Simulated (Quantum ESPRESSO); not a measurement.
# Equation of state of zinc-blende BeSe (space group 216): energy against volume (Quantum ESPRESSO, LDA)

```xyz
2
Lattice="0.0000 2.4700 2.4700 2.4700 0.0000 2.4700 2.4700 2.4700 0.0000" Properties=species:S:1:pos:R:3 pbc="T T T"
Be     0.0000     0.0000     0.0000
Se     3.7051     3.7051     3.7051
```

Method: LDA (PZ), GBRV 1.5 ultrasoft (LDA) pseudopotentials (plane waves; Quantum ESPRESSO 7.5). Settings: ecutwfc = 52 Ry; ecutrho = 260 Ry; occupations = smearing; smearing = fd; degauss = 0.000734986 Ry; potentials = {Be: be_lda_v1.4.uspp.F.UPF, Se: se_lda_v1.uspp.F.UPF}; K_POINTS = automatic 11 11 11 0 0 0; conv_thr = 1e-10 Ry; mixing_beta = 0.3. The cell above is the first row's. The rows scale it uniformly. In all rows fractional positions and the k mesh are held. E is the free energy at the stated smearing, counted from the lowest row.

| V (Å^3/atom) | E (meV/atom) |
|---|---|
| 15.070 | 34.33 |
| 15.398 | 19.15 |
| 15.725 | 8.65 |
| 16.053 | 2.41 |
| 16.380 | 0.00 |
| 16.708 | 1.07 |
| 17.036 | 5.31 |
| 17.363 | 12.42 |
| 17.691 | ? |

Taking the third-order Birch-Murnaghan form, a cubic in V^(-2/3) for E over the 8 complete rows: With u = V^(-2/3) - 0.156, the rows have u = 0.007905, 0.005569, 0.003321, 0.001143, -0.000955, -0.002991, -0.004961, -0.006864. Least squares gives E = 0.650 + 1071.36·u + 404750·u² - 160745·u³. Residuals (row less fit): -0.002, 0.009, -0.016, 0.007, 0.004, -0.001, -0.006, 0.002; standard error 0.011 (degrees of freedom: 4). Its minimum lies at u = -0.001322, so V0 = (0.154678)^(-3/2) = 16.44. There d²E/du² = 810800 and d³E/du³ = -964500, so B0 = (4/9) × 16.44^(-7/3) × 810800 × 0.160218 = 84.0 GPa (the last factor turns the table's units into GPa), and B0' = 4 + (2/3) × 0.154678 × (-964500)/810800 = 3.9. The program's pressures in the fitted runs (not shown) pass through zero at V = 16.44, 0.02 % from this V0.

Question: Estimate the missing E (V = 17.691); what did the run itself give?

Answer: u = -0.008713, so E = 0.650 + 1071.36 × (-0.008713) + 404750 × (-0.008713)² - 160745 × (-0.008713)³ = 22.149 meV/atom. The calculation gives 22.11 meV/atom, 0.039 meV/atom below the prediction (0.1 % of the range of E in the table). The row lies outside the fitted rows, so this is an extrapolation. From the scatter of the fitted rows alone, a prediction at this place has a standard error of 0.025 meV/atom, so the miss is 1.5 times that.

Carrying the step between the two nearest rows on in a straight line would have given 19.55, off by 2.56; series whose last step already gives the withheld value aren't shown. The scan was laid around a cell of about the measured size, scaled by a guess for this functional. The runs keep the symmetry of the cell, so they don't test it for distortions. Cutoffs and mesh are single choices, not tested for convergence of this quantity. Series with a scatter that would blur these digits, or in which a gap closes, are not shown. Nor are scans whose minimum lies at an end fitted in this form.
